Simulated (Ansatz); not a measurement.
We consider fluorite CoSi2, described by PBE (Ansatz, a quantum-chemistry and plane-wave program, PAW).

Numerical settings: plane-wave cutoff 520 eV, 14×14×14 k mesh, Fermi–Dirac smearing 0.1 eV, perturbation theory, no spin polarisation, scalar-relativistic PAW data made under PBE.

Computed at the level's own relaxed cell.

```cif
data_CoSi2
_chemical_formula_sum 'Co1 Si2'
_space_group_name_H-M_alt 'P 1'
_space_group_IT_number 1
_cell_length_a 3.79005
_cell_length_b 3.79005
_cell_length_c 3.79005
_cell_angle_alpha 60.000
_cell_angle_beta 60.000
_cell_angle_gamma 60.000
loop_
_space_group_symop_operation_xyz
  'x, y, z'
loop_
_atom_site_label
_atom_site_type_symbol
_atom_site_fract_x
_atom_site_fract_y
_atom_site_fract_z
_atom_site_occupancy
Co1 Co 0.00000 0.00000 0.00000 1
Si1 Si 0.25000 0.25000 0.25000 1
Si2 Si 0.75000 0.75000 0.75000 1
```

Harmonic phonon frequencies (cm⁻¹; i marks an imaginary mode):

```
q point                          frequencies
-------  -----------------------------------
Γ              0 0 0 328 328 328 331 331 331
X        180 180 258 269 269 282 369 374 374
L        111 111 296 309 309 337 348 354 354
```

No imaginary mode appears at these points.
